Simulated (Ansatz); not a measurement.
Density of states of BaZrO₃ (Pm-3m) above the conduction band minimum, PBEsol, rigid bands (Ansatz, a first-principles code); cell volume 73.1 Å³.

```csv
energy from edge (eV),10⁻³ states/eV/cell
0.006,63.5
0.031,153
0.056,212
0.081,258
0.106,301
0.131,342
0.156,379
0.181,413
0.206,458
0.231,497
0.256,542
0.281,588
0.319,662
0.344,710
0.369,795
0.394,886
0.419,904
0.444,916
0.469,927
0.494,938
0.519,949
0.544,965
0.569,974
0.594,982
```

What effective density of states at 300 K does this give (∫ g(E) exp(−E/k_BT) dE, both spins, divided by the cell's size)?

4.4e19 cm⁻³, a density-of-states mass of 1.46 mₑ, valleys and band degeneracy included.

Spin-orbit coupling is left out. Geometry: cell and atoms relaxed with PBEsol.
